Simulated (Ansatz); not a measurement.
System: MoS₂ (R3m, No. 160, 3 atoms in the cell; start mp-1434; a measured phase of this formula has another space group). Method: r²SCAN-D4 (Ansatz, an electronic-structure program, PAW).

Run with plane-wave cutoff 500 eV, 14×14×14 k mesh, gaussian smearing 0.02 eV, no spin polarisation, scalar-relativistic PAW data made under PBE.

Cell (relaxed at this level):

```yaml
crystal:
  lattice:
    - [1.58803, 0.91685, 6.22360]
    - [-1.58803, 0.91685, 6.22360]
    - [0.00000, -1.83370, 6.22360]
  atoms:
    - { symbol: Mo, position: [0.99977, 0.99977, 0.99977] }
    - { symbol: S, position: [0.41626, 0.41626, 0.41626] }
    - { symbol: S, position: [0.24999, 0.24999, 0.24999] }
```

Problem. Predict the band gap.

Solution. 
- band gap: 1.10 eV (on the SCF k mesh)

Note: the relaxation could not lower the start's symmetry, so the cell can be a saddle point above a distorted one.

Spin–orbit coupling is not included.

Static lattice: no zero-point or thermal effects.

A start named mp-… is a Materials Project structure, which need not be a measured phase.
